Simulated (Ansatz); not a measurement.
**Effect of isotropic strain +2.00 % on Ge**

Consider Ge in the diamond structure (space group Fd-3m, No. 227; a = 5.674 Å).

One thing is altered: an isotropic linear strain of +2.00 %; the atoms relax in the strained cell.

All numbers come from plane-wave PAW DFT at the r2SCAN level (Ansatz, an electronic-structure program, 500 eV), without spin-orbit coupling. k-mesh 10×10×10 (Γ-centred); smearing 0.05 eV (Fermi–Dirac).

The volume per atom increases by 1.40 Å³ (22.84 Å³ → 24.24 Å³) and the space group stays Fd-3m (No. 227). The shortest interatomic distance rises by 0.093 bohr to 4.736 bohr and the energy rises by 17 meV/atom. The pressure goes from zero to -3.6 GPa and the band gap goes from 0.36 eV to zero.

A case with no gap was solved on a k-mesh chosen for an insulator, which is coarse for it. Whether these cells are dynamically stable was not tested. A zero or small gap of Ge under isotropic strain +2.00 % can be the functional's error rather than a property of the material.
